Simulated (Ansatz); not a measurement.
Base system: Rh in the fcc (Cu type) structure (space group Fm-3m, No. 225; relaxed with 0.1 eV smearing).

```yaml
crystal:
  lattice:
    - [0.00000, 1.87756, 1.87756]
    - [1.87756, 0.00000, 1.87756]
    - [1.87756, 1.87756, 0.00000]
  atoms:
    - { symbol: Rh, position: [0.00000, 0.00000, 0.00000] }
```

Cartesian axes are those of the cell as printed.

Calculations: plane-wave PAW DFT at the LDA level (Ansatz, a quantum-chemistry and plane-wave program, 420 eV), no spin-orbit coupling.

Strains are applied to the cell and any free atomic positions relax.

One change was made to it. Results:

```csv
quantity,base,after
energy relative to the base (free energy F),0 meV/atom,+4.8 meV/atom
"pressure (mean of the normal stresses, compression positive)",0.0 GPa,5.0 GPa
```

Problem. Name the change that was made.
A. uniaxial strain ε_zz = +2.50 %
B. uniaxial strain ε_zz = −1.50 %
C. uniaxial strain ε_zz = +1.00 %
D. uniaxial strain ε_zz = −2.50 %
E. uniaxial strain ε_zz = +1.50 %

Solution. B, uniaxial strain ε_zz = −1.50 %. For comparison, the pressure in the other runs: uniaxial strain ε_zz = +1.00 % gives -3.0 GPa; uniaxial strain ε_zz = +2.50 % gives -7.2 GPa; uniaxial strain ε_zz = −2.50 % gives 8.6 GPa; uniaxial strain ε_zz = +1.50 % gives -4.5 GPa.

Whether these cells are dynamically stable was not tested. All final runs are without spin polarisation. Rh lies near a magnetic instability that expansion can trigger; it was not tested.
